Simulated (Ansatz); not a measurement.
Bi2Te3: Te → Sb

The parent structure is Bi$_{2}$Te$_{3}$ in the Bi2Te3 type structure (space group R-3m, No. 166; a = 4.395 Å, c = 31.384 Å (hexagonal axes)).

It is then changed as follows: Sb takes the place of Te on all its sites; the structure is relaxed again.

Computed with r2SCAN+rVV10 in Ansatz (plane waves to 500 eV, PAW, no spin-orbit coupling). Γ-centred 12×12×12 mesh, Fermi–Dirac width 0.05 eV, for the changed cell.

```tsv
quantity	base	changed	shift
volume per atom	34.99 Å³	31.01 Å³	-3.98 Å³
density	7.60 g/cm³	8.39 g/cm³	+0.79 g/cm³
lattice parameter a	439.5 pm	443.3 pm	+3.87 pm
c/a ratio	7.142	6.165	-0.977
space group	R-3m (No. 166)	R-3m (No. 166)	–
shortest interatomic distance	306.1 pm	307.6 pm	+1.5 pm
band gap	0.68 eV	zero	–
```

Final structure:

```yaml
crystal:
  lattice:
    - [2.21661, 1.27976, 9.11023]
    - [-2.21661, 1.27976, 9.11023]
    - [0.00000, -2.55952, 9.11023]
  atoms:
    - { symbol: Bi, position: [0.40046, 0.40046, 0.40046] }
    - { symbol: Bi, position: [0.59954, 0.59954, 0.59954] }
    - { symbol: Sb, position: [0.00000, 0.00000, 0.00000] }
    - { symbol: Sb, position: [0.19788, 0.19788, 0.19788] }
    - { symbol: Sb, position: [0.80212, 0.80212, 0.80212] }
```

With Bi and Te present, leaving out spin-orbit coupling can change the band edges. Whether these cells are dynamically stable was not tested. As relaxed here, Bi2Sb3 is a hypothetical phase, not in the database extracts checked. The final runs are not spin-polarised. An odd electron count without spin: Bi2Sb3.

Ansatz is an electronic-structure program.
